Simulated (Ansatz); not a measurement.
## Co (model structure, started from the Mn type, P4₁32, No. 213, 20 atoms in the cell)

These are LDA (plane waves, PAW; Ansatz, a first-principles code) values and carry that method's errors.

Settings: plane-wave cutoff 520 eV, 10×10×10 k mesh, Fermi–Dirac smearing 0.05 eV, spin-polarised with parallel moments, scalar-relativistic PAW data made under PBE.

Cell (relaxed at this level):

```cif
data_Co20
_chemical_formula_sum 'Co20'
_space_group_name_H-M_alt 'P 1'
_space_group_IT_number 1
_cell_length_a 5.89364
_cell_length_b 5.89364
_cell_length_c 5.89364
_cell_angle_alpha 90.000
_cell_angle_beta 90.000
_cell_angle_gamma 90.000
loop_
_space_group_symop_operation_xyz
  'x, y, z'
loop_
_atom_site_label
_atom_site_type_symbol
_atom_site_fract_x
_atom_site_fract_y
_atom_site_fract_z
_atom_site_occupancy
Co1 Co 0.05688 0.05688 0.05688 1
Co2 Co 0.19312 0.80688 0.30688 1
Co3 Co 0.44312 0.94312 0.55688 1
Co4 Co 0.30688 0.19312 0.80688 1
Co5 Co 0.55688 0.44312 0.94312 1
Co6 Co 0.69312 0.69312 0.69312 1
Co7 Co 0.94312 0.55688 0.44312 1
Co8 Co 0.80688 0.30688 0.19312 1
Co9 Co 0.12500 0.19901 0.44901 1
Co10 Co 0.05099 0.87500 0.69901 1
Co11 Co 0.37500 0.80099 0.94901 1
Co12 Co 0.44901 0.12500 0.19901 1
Co13 Co 0.62500 0.30099 0.55099 1
Co14 Co 0.55099 0.62500 0.30099 1
Co15 Co 0.87500 0.69901 0.05099 1
Co16 Co 0.94901 0.37500 0.80099 1
Co17 Co 0.69901 0.05099 0.87500 1
Co18 Co 0.19901 0.44901 0.12500 1
Co19 Co 0.30099 0.55099 0.62500 1
Co20 Co 0.80099 0.94901 0.37500 1
```
Starting moments (μB, in the order of the record's atoms Co Co Co Co Co Co Co Co Co Co Co Co Co Co Co Co Co Co Co Co): 3.0 3.0 3.0 3.0 3.0 3.0 3.0 3.0 3.0 3.0 3.0 3.0 3.0 3.0 3.0 3.0 3.0 3.0 3.0 3.0.

For Co (model structure, started from the Mn type, P4₁32, No. 213, 20 atoms in the cell), the band gap is none.

Note: the magnetic order was assumed, not searched for or taken from measurement; the relaxation could raise the start's symmetry but not lower it, so the cell can be a saddle point.

Static lattice: no zero-point or thermal effects.

A model structure was made by putting elements into a prototype or built by hand; it is no filed structure, need not be a known phase, and can be a saddle point held by its symmetry.
